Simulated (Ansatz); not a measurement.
The starting structures come from a database of crystals and need not be the phases stable at ambient conditions.

 Where the default PAW files enter, the runs use the earlier of Ansatz's two default sets.

By PBEsol, the system below comes out a metal.

Data:

```
CELL_PARAMETERS angstrom
      4.80621     0.00000     0.00000
      0.00000     6.58636     0.00000
      2.40310     0.00000     4.16230
ATOMIC_POSITIONS crystal
  Nb 0.50000 0.83333 0.00000
  Nb 0.00000 0.50000 0.50000
  Nb 0.50000 0.16667 0.50000
  Si 0.31631 0.50000 0.84184
  Si 0.15815 0.16667 0.15815
  Si 0.84185 0.83333 0.31631
  Si 0.68369 0.50000 0.15815
  Si 0.84185 0.16667 0.84184
  Si 0.15816 0.83333 0.68369
```

Space group of this cell: P6_222. The cell is taken as given; by PBEsol its mean pressure is -3.1 GPa.

The current flows along the normal of the first two printed cell vectors, the (100) plane of the conventional cell. No spin-orbit coupling; the value is a mean over 0.1 eV about the Fermi level.

**Question.** Give the ballistic conductance per area that PBEsol (Ansatz, a program for electronic structure) yields.

**Answer.** 0.36 × 10¹⁵ S/m² for both spins.
